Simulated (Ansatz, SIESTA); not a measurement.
## Code comparison for Y₂NiRu₃ (R-3m, 6 atoms in the cell)

Self-consistent single point.

```
Y2NiRu3
1.0
    2.56956     1.48354     4.27125
   -2.56956     1.48354     4.27125
    0.00000    -2.96707     4.27125
Y Ni Ru
2 1 3
Direct
  0.12304   0.12304   0.12304
  0.87696   0.87696   0.87696
  0.50000   0.50000   0.50000
  0.00000   0.50000   0.50000
  0.50000   0.00000   0.50000
  0.50000   0.50000   0.00000
```

Shared settings, as Ansatz (a quantum-chemistry and plane-wave program) writes them: kpoints.mp_grid.grid = 6 6 6; scf.occupations.method = fermi_dirac; scf.occupations.width = 0.136 eV. Potentials and cutoffs stand in the table.

```tsv
code	model	pressure (GPa)	largest force (eV/Å)	cutoff
Ansatz	PBEsol, PAW files made with PBE	3.94	0.102	default
SIESTA	GGA PBEsol, numerical atomic orbitals DZP, PseudoDojo PBEsol standard norm-conserving potentials (rewritten from UPF to PSML)	3.69	0.096	grid 350 Ry
```

On Ansatz's run: spin polarisation is off.

The spread over the programs that give each value: pressure within 0.25 GPa; largest force within 0.006 eV/Å.

SIESTA uses small atom-centred bases, whose incompleteness enters pressures, forces and empty levels differently from a plane-wave cutoff. Ansatz's pressure is given at a fixed set of plane waves, as the other plane-wave codes print theirs; with its correction for the finite basis it is 4.04 GPa.

On the base mesh (5 5 5) the same programs gave: Ansatz pressure 3.80 GPa; SIESTA pressure 3.58 GPa.

The starting cell comes from a database of computed structures (which also holds hypothetical and non-ambient phases and stackings), without a prior relaxation at this level. Its lattice was rescaled by a random factor within 2.5 % of one.

Keys are those of Ansatz 0.2.
